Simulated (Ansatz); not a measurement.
Take AlCr$_{2}$C (space group P6_3/mmc, No. 194; a = 2.812 Å, c = 12.599 Å; non-magnetic) as the base. Axes: x lies along a and z along c of the hexagonal cell.

Method: PBEsol/PAW in Ansatz (an electronic-structure program), no SOC.

Before the change:

Band gap: zero
Pressure: 0.0 GPa
Shortest interatomic distance: 1.940 Å

Perturbation: the cell is compressed by 2.09 % along y with no lateral relaxation, atoms relaxed at fixed cell.

**Question.** Predict the new band gap.

**Answer.** The band gap is still zero.

**Question.** Predict the new pressure.

**Answer.** The pressure (mean of the normal stresses, compression positive) goes from zero to 4.5 GPa.

**Question.** Predict the new shortest interatomic distance.

**Answer.** The shortest interatomic distance drops by 0.0198 Å (1.940 Å → 1.921 Å).

**Question.** What happens to the energy relative to the base?

**Answer.** The energy rises by 6.1 meV/atom.

Without a gap, meshes like the base's 19×19×4 leave anisotropic stresses uncertain by several tenths of a GPa, and small strain energies with them. The cells carry an imposed strain or load. Stability against distortions was not tested. Starting moments died away, wholly or in part, for the base; another magnetic solution may exist. All final runs are without spin polarisation.
